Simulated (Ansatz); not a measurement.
## Variants of one calculation on CaHf3 (P6_3/mmc, 8 atoms in the cell)

```yaml
crystal:
  lattice:
    - [6.84045, 0.00000, 0.00000]
    - [-3.42022, 5.92400, 0.00000]
    - [0.00000, 0.00000, 5.48657]
  atoms:
    - { symbol: Hf, position: [0.83920, 0.67840, 0.25000] }
    - { symbol: Hf, position: [0.16080, 0.83920, 0.75000] }
    - { symbol: Hf, position: [0.32160, 0.16080, 0.25000] }
    - { symbol: Hf, position: [0.16080, 0.32160, 0.75000] }
    - { symbol: Hf, position: [0.83920, 0.16080, 0.25000] }
    - { symbol: Hf, position: [0.67840, 0.83920, 0.75000] }
    - { symbol: Ca, position: [0.33333, 0.66667, 0.25000] }
    - { symbol: Ca, position: [0.66667, 0.33333, 0.75000] }
```

Base run A: PBE (Ansatz, a program for electronic structure), self-consistent single point.

Its settings: basis.ecutwfc = 420 eV; kpoints.mp_grid.grid = 5 5 5; hamiltonian.xc = pbe; hamiltonian.pseudopotentials = {kind: paw} (the program's default PAW files); scf.occupations.method = methfessel_paxton; scf.occupations.width = 0.1 eV.

The starting cell was generated: these elements placed on a structure prototype, without a prior relaxation; it need not be a known phase or ordering of this composition. Its lattice was rescaled by a random factor within 2.5 % of one. In the base run, with a pressure of about -7 GPa the cell is away from its equilibrium volume at this level. Ansatz's pressure includes its estimate of the finite-basis (Pulay) stress.

ΔF is the free energy per atom less that of run A. A dash stands where there is no value to compare (another energy zero or no entropy term, no result, no spin, no clean gap, or a mesh too coarse for one). Total energies depend on the potentials, the functional and any Hubbard or dispersion term, so they are compared only between runs that share all of them.

Run A gave: pressure (GPa) -7.25; largest force (eV/Å) 0.358; k-points 15.

Runs:
- B: scf.convergence.dr2_threshold: default (1e-07 eV) → 1e-12 eV
- C: kpoints.mp_grid.grid: 5 5 5 → 9 9 10
- D: hamiltonian.dispersion: default → d4 [PBE-D4]
- E: scf.self_checks: default → high
- F: scf.mixing.preconditioner: default (the program chose Kerker) → kerker_dos
- G: scf.mixing.algorithm: default (the program chose MSR1) → broyden; scf.mixing.beta: default → 0.2

Question: What does run D change against A?

Answer: The pressure goes from -7.25 to -8.14 GPa and the largest force moves little (0.358 to 0.356 eV/Å).

```json
[
 {"run": "A", "ΔF (meV/atom)": "0.00", "pressure (GPa)": "-7.25", "largest force (eV/Å)": "0.358", "k-points": "15"},
 {"run": "B", "ΔF (meV/atom)": "0.00", "pressure (GPa)": "-7.25", "largest force (eV/Å)": "0.358", "k-points": "15"},
 {"run": "C", "ΔF (meV/atom)": "0.68", "pressure (GPa)": "-7.28", "largest force (eV/Å)": "0.358", "k-points": "72"},
 {"run": "D", "ΔF (meV/atom)": "–", "pressure (GPa)": "-8.14", "largest force (eV/Å)": "0.356", "k-points": "15"},
 {"run": "E", "ΔF (meV/atom)": "0.00", "pressure (GPa)": "-7.25", "largest force (eV/Å)": "0.358", "k-points": "15"},
 {"run": "F", "ΔF (meV/atom)": "0.00", "pressure (GPa)": "-7.25", "largest force (eV/Å)": "0.358", "k-points": "15"},
 {"run": "G", "ΔF (meV/atom)": "0.00", "pressure (GPa)": "-7.25", "largest force (eV/Å)": "0.358", "k-points": "15"}
]
```

Keys are those of Ansatz 0.2.
